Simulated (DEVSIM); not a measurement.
abrupt InP p-n junction

System: abrupt InP p-n junction, at 300 K.

| layer (left to right) | material | thickness (μm) | Nd (cm⁻³) | Na (cm⁻³) | τn (s) | τp (s) |
|---|---|---|---|---|---|---|
| 1 | InP | 0.180 | - | 2.7e15 | 2.2e-9 | 2.2e-9 |
| 2 | InP | 31.0 | 4e16 | - | 2.2e-9 | 2.2e-9 |

Left contact: ohmic. Right contact: ohmic. Voltage is applied to the left contact. Recombination: SRH at mid-gap, radiative. Mobility is μmin + (μ − μmin)/(1 + (N/Nref)^α).

This is a model device: material constants are rounded textbook-type values typed into the input, and sizes, dopings and lifetimes were drawn at random. Values at 300 K.

```
parameter          InP
-------------  -------
gap (eV)         1.344
affinity (eV)     4.38
permittivity      12.5
Nc (cm⁻³)       5.7e17
Nv (cm⁻³)       1.1e19
μn (cm²/Vs)       5200
μp (cm²/Vs)        170
μn,min             400
μp,min              10
Nref,n            3e17
Nref,p          4.9e17
αn                0.47
αp                0.62
B (cm³/s)      1.2e-10
```

Model (solved in DEVSIM): 1D drift-diffusion, Boltzmann statistics, complete ionisation; no tunnelling, impact ionisation, image-force lowering or self-heating.

```
Item                                                Value
---------------------------------------------  ----------
Potential step across the device at zero bias     1.060 V
Largest field in the device at zero bias       49000 V/cm
Dark forward voltage at 1 A/cm²                   0.728 V
Dark forward voltage at 100 A/cm²                 0.878 V
```

Small-signal capacitance in reverse bias (quasi-static):

```
V (V)  C (nF/cm²)
-----  ----------
-0.04        41.4
-0.1         40.8
-0.2         39.8
-0.3         39.0
-0.4         38.2
-0.6         36.7
-0.8         35.4
-1           34.2
-1.3         32.6
-1.6         31.2
-2           29.6
```

Dark forward current:

```json
[
 {"V (V)": "0.05", "J (A/cm²)": "1.6e-9"},
 {"V (V)": "0.10", "J (A/cm²)": "5.6e-9"},
 {"V (V)": "0.20", "J (A/cm²)": "5.0e-8"},
 {"V (V)": "0.25", "J (A/cm²)": "1.5e-7"},
 {"V (V)": "0.30", "J (A/cm²)": "5.2e-7"},
 {"V (V)": "0.35", "J (A/cm²)": "2.0e-6"},
 {"V (V)": "0.45", "J (A/cm²)": "5.0e-5"},
 {"V (V)": "0.50", "J (A/cm²)": "0.00029"},
 {"V (V)": "0.55", "J (A/cm²)": "0.0017"},
 {"V (V)": "0.60", "J (A/cm²)": "0.010"},
 {"V (V)": "0.70", "J (A/cm²)": "0.38"},
 {"V (V)": "0.75", "J (A/cm²)": "2.2"},
 {"V (V)": "0.80", "J (A/cm²)": "12"},
 {"V (V)": "0.85", "J (A/cm²)": "53"},
 {"V (V)": "0.95", "J (A/cm²)": "360"},
 {"V (V)": "1.00", "J (A/cm²)": "620"},
 {"V (V)": "1.05", "J (A/cm²)": "910"},
 {"V (V)": "1.10", "J (A/cm²)": "1200"},
 {"V (V)": "1.20", "J (A/cm²)": "1900"},
 {"V (V)": "1.25", "J (A/cm²)": "2200"}
]
```
